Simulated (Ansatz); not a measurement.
**In2O3 (model structure, started from the Nb2Se3 type, P3m1, No. 156, 5 atoms in the cell)**

The numbers are results of PBEsol+SOC in Ansatz (PAW), not measurements.

Settings: plane-wave cutoff 520 eV, 18×18×8 k mesh (along the axes of the cell as run), Fermi–Dirac smearing 0.05 eV, PAW data made under PBE.

Cell (relaxed with PBE-D3(BJ)):

```
CELL_PARAMETERS angstrom
      3.28847     0.00000     0.00000
     -1.64423     2.84790     0.00000
      0.00000     0.00000     7.48082
ATOMIC_POSITIONS crystal
  In 0.00000 0.00000 0.41196
  In 0.00000 0.00000 0.83840
  O  0.66667 0.33333 0.61186
  O  0.33333 0.66667 0.29910
  O  0.66667 0.33333 0.96366
```

For In2O3 (model structure, started from the Nb2Se3 type, P3m1, No. 156, 5 atoms in the cell), the band gap comes out as 0.21 eV (on the SCF k mesh).

Note: the relaxation could raise the start's symmetry but not lower it, so the cell can be a saddle point; cell and atoms aren't relaxed at this level (largest force component 0.25 eV/Å, pressure -2.9 GPa).

Static lattice: no zero-point or thermal effects.

A model structure was made by putting elements into a prototype or built by hand; it is no filed structure, need not be a known phase, and can be a saddle point held by its symmetry.

Ansatz is a quantum-chemistry and plane-wave program.
